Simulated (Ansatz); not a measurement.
## What biaxial strain −1.67 %, plane normal [111], relaxed out of plane does to BeS

Start from BeS in the zinc blende structure (space group F-43m, No. 216; a = 4.7964 Å). Axes: x, y, z lie along the cube axes.

One thing is altered: biaxial strain −1.67 %, plane normal [111], relaxed out of plane (Cartesian); in-plane vectors clamped, the third vector and the atoms free.

All numbers come from DFT with LDA, PAW potentials and a 420 eV plane-wave cutoff in Ansatz (an electronic-structure program), scalar-relativistic without spin-orbit coupling. k-mesh 12×12×12 (Γ-centred); smearing 0.05 eV (Fermi–Dirac).

```csv
quantity,base,changed,shift
volume per atom,13.79 Å³,13.43 Å³,-0.36 Å³
space group,F-43m (No. 216),R3m (No. 160),–
shortest interatomic distance,2.077 Å,2.053 Å,-0.024 Å
energy relative to the base (free energy F),0 meV/atom,+6.1 meV/atom,+6.1 meV/atom
"pressure (mean of the normal stresses, compression positive)",0.00 GPa,2.89 GPa,+2.898 GPa
band gap,2.82 eV,2.68 eV,-0.14 eV
gap character,–,"indirect, Γ → F",–
"valence-band top at Γ (three highest levels, from the VBM)","0.00, 0.00, 0.00 eV","0.00, 0.00, -0.22 eV",–
out-of-plane strain,–,+0.69 %,–
ratio −ε⊥/ε∥,–,0.41,–
mean in-plane stress (compression positive),–,+4.3 GPa,–
```

Whether these cells are dynamically stable was not tested. Labels are those of the standard path for the cell's own space group.
